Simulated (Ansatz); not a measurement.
WO3 (model structure, Pnma, No. 62, 16 atoms in the cell) was calculated with LDA in Ansatz (plane waves, PAW).

Settings: plane-wave cutoff 520 eV, 4×10×10 k mesh (along the axes of the cell as run), Fermi–Dirac smearing 0.01 eV, no spin polarisation, scalar-relativistic PAW data made under PBE.

Cell (relaxed at this level):

```cif
data_O12W4
_chemical_formula_sum 'W4 O12'
_space_group_name_H-M_alt 'Pnma'
_space_group_IT_number 62
_space_group_name_Hall '-P 2ac 2n'
_cell_length_a 13.77561
_cell_length_b 3.71735
_cell_length_c 3.74507
_cell_angle_alpha 90.000
_cell_angle_beta 90.000
_cell_angle_gamma 90.000
loop_
_atom_site_label
_atom_site_type_symbol
_atom_site_symmetry_multiplicity
_atom_site_Wyckoff_symbol
_atom_site_fract_x
_atom_site_fract_y
_atom_site_fract_z
_atom_site_occupancy
W1 W 4 c 0.10525 0.25000 0.02222 1
O1 O 4 c 0.22747 0.25000 0.01227 1
O2 O 4 c 0.43182 0.25000 0.49807 1
O3 O 4 c 0.08493 0.25000 0.50863 1
```

Q: Predict the band gap and smallest direct gap on the k points sampled.

A: 
band gap: 0.99 eV
smallest direct gap on the k points sampled: 1.85 eV

Note: the relaxation could raise the start's symmetry but not lower it, so the cell can be a saddle point.

Spin–orbit coupling is not included.

The computed numbers hold no vibrational or temperature effects.

Computing time: very roughly 3 core-minutes.

A model structure was made by putting elements into a prototype or built by hand; it is no filed structure, need not be a known phase, and can be a saddle point held by its symmetry.

Ansatz is a first-principles code.
